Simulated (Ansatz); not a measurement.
Take LaBr3 in the ReO3 type structure (space group Pm-3m, No. 221; a = 5.885 Å; a hypothetical phase, not in the database extracts checked) as the base. Axes: x, y, z lie along the cube axes.

(Cell as relaxed with PBE.)

Levels (all Ansatz, a program for electronic structure, PAW): PBE (420 eV, without spin-orbit coupling); PBEsol (420 eV, no spin-orbit coupling).

Each level relaxes its own structure.

```json
[
 {"base": "volume per atom", "PBE": "50.96 Å³", "PBEsol": "48.85 Å³"},
 {"base": "lattice parameter a", "PBE": "5.885 Å", "PBEsol": "5.803 Å"},
 {"base": "band gap", "PBE": "3.38 eV", "PBEsol": "3.52 eV"}
]
```

Now apply this change: uniaxial strain ε_xx = −0.83 %, all other strain components held at zero; the atoms relax in the strained cell.

```tsv
quantity	PBE	PBEsol
shift of the gap caused by the change	+0.03 eV	[?]
stress (xx, yy, zz, yz, xz, xy; compression positive)	(0.57, 0.03, 0.03, 0.00, 0.00, 0.00) GPa	[?]
shortest interatomic distance	2.918 Å	[?]
band gap	3.41 eV	[?]
```

Problem. What does PBEsol give?

Solution. 
- shift of the gap caused by the change, PBEsol: -0.02 eV
- stress (xx, yy, zz, yz, xz, xy; compression positive), PBEsol: (0.65, 0.04, 0.04, 0.00, 0.00, 0.00) GPa
- shortest interatomic distance, PBEsol: 2.877 Å
- band gap, PBEsol: 3.50 eV

PBE's shift of the gap caused by the change lies 0.044 eV above PBEsol's; PBE's shortest interatomic distance lies 0.041 Å above PBEsol's (1.4 %); PBE's band gap lies 0.09 eV below PBEsol's. Neither level is exact; PBEsol is the comparison here, not a measurement.

Stability against distortions was not tested.
